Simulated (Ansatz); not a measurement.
## SnTe in the rock salt structure (space group Fm-3m, No. 225)

Space group Fm-3m (No. 225); a = 6.4092 Å, b = 6.4092 Å, c = 6.4092 Å, α = 90.00°, β = 90.00°, γ = 90.00°

```csv
atom,site,symmetry,x,y,z
Te,4a,m-3m,0.0000,0.0000,0.0000
Sn,4b,m-3m,0.5000,0.5000,0.5000
```
(The calculation used a cell of 2 atoms; values per cell refer to that cell.)

All numbers come from Ansatz (a first-principles code) PBE, no spin-orbit coupling. Γ-centred 13×13×13 mesh, Fermi–Dirac width 0.05 eV.

The volume per atom is 32.91 Å³ and the density is 6.21 g/cm³. The band gap is 0.05 eV, direct at L, the lowest conduction-band minima above the VBM comes out as L along ⟨111⟩ 0.05 eV; a point along ⟨110⟩, about 0.6 Å⁻¹ from Γ 0.58 eV; a point along ⟨100⟩, about 0.3 Å⁻¹ from Γ 1.02 eV and the total energy comes out as -6502.374 eV/atom (σ→0; compares only within this code and set-up).

With Te present, leaving out spin-orbit coupling can change the band edges. No phonon test of stability was made. A zero or small gap of SnTe can be the functional's error rather than a property of the material.
